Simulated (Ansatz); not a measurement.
Start from MgO in the rock salt structure (space group Fm-3m, No. 225; a = 4.159 Å). Axes: x, y, z lie along the cube axes.

Level of theory: DFT with LDA, PAW potentials and a 420 eV plane-wave cutoff in Ansatz (a quantum-chemistry and plane-wave program), no SOC.

The change: the cell is compressed by 0.50 % along z with no lateral relaxation; the atoms relax in the strained cell.

Problem. Predict the stress tensor and what it implies for the stiffness.

Solution. Stress of the strained cell less that of the base (GPa, compression positive):
```
   0.48    0.00    0.00
   0.00    0.48    0.00
   0.00    0.00    1.68
```

Then −Δσ_ii/ε with ε = -0.0050 gives relaxed-ion elastic constants: C33 ≈ 336 GPa, C13 ≈ 97 GPa and C23 ≈ 97 GPa.

No phonon test of stability was made.
